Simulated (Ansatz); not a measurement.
Pressure series in Mg2Sn

The parent structure is Mg2Sn (space group Fm-3m, No. 225).

```xyz
3
Lattice="0.0000 3.3730 3.3730 3.3730 0.0000 3.3730 3.3730 3.3730 0.0000" Properties=species:S:1:pos:R:3 pbc="T T T"
Sn     0.0000     0.0000     0.0000
Mg     1.6865     1.6865     1.6865
Mg     5.0595     5.0595     5.0595
```

Cell and atoms are relaxed at each pressure.

The values are results of PBEsol, PAW, 420 eV (Ansatz, a program for electronic structure; without spin-orbit coupling), not measurements.

```tsv
P (GPa)	V (Å³/atom)
-2.00	26.930
-1.00	26.215
1.80	24.628
4.20	23.588
9.00	22.004
18.00	19.983
30.00	18.203
45.00	16.681
60.00	15.574
```

Question: Fit a third-order Birch–Murnaghan equation of state.

Answer: Least squares on P(V) = (3B₀/2)[(V₀/V)^(7/3) − (V₀/V)^(5/3)]·[1 + (3/4)(B₀′ − 4)((V₀/V)^(2/3) − 1)] gives V₀ = 25.59 Å³/atom, B₀ = 44 GPa and B₀′ = 4.0.

Load acts through the strain it causes; cell and atoms are relaxed under it. Whether these cells are dynamically stable was not tested. No other phases were tried under pressure.
